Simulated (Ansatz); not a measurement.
The starting structures come from a database of crystals and need not be the phases stable at ambient conditions.

 Where the default PAW files enter, the runs use the earlier of Ansatz's two default sets.

Tunnelling through a barrier is set by its complex band structure: the current falls as exp(−2κd) with the smallest κ.

```
CELL_PARAMETERS angstrom
      5.36988     0.00000     0.00000
      0.00000     5.36988     0.00000
      0.00000     0.00000     5.36988
ATOMIC_POSITIONS crystal
  V  0.00000 0.00000 0.00000
  Cu 0.00000 0.50000 0.00000
  Cu 0.50000 0.00000 0.00000
  Cu 0.00000 0.00000 0.50000
  S  0.23708 0.76292 0.76292
  S  0.76292 0.76292 0.23708
  S  0.76292 0.23708 0.76292
  S  0.23708 0.23708 0.23708
```

Space group of this cell: P-43m. The cell is taken as given.

Transport runs along the normal of the first two printed cell vectors, the (001) plane of the conventional cell.

No gap correction and no spin-orbit coupling; mid-gap values are interpolated between computed energies.

Task: Estimate the band gap and the smallest decay constant κ at mid-gap that r2SCAN (Ansatz, a first-principles code) returns for this system.

Result: Gap 1.19 eV on a 6×6×6 mesh; κ = 0.253 1/Å, at (0.500, 0.500) of the in-plane reciprocal vectors. At the zone centre, at the nearest computed energy, the slowest state has κ = 0.35 1/Å.
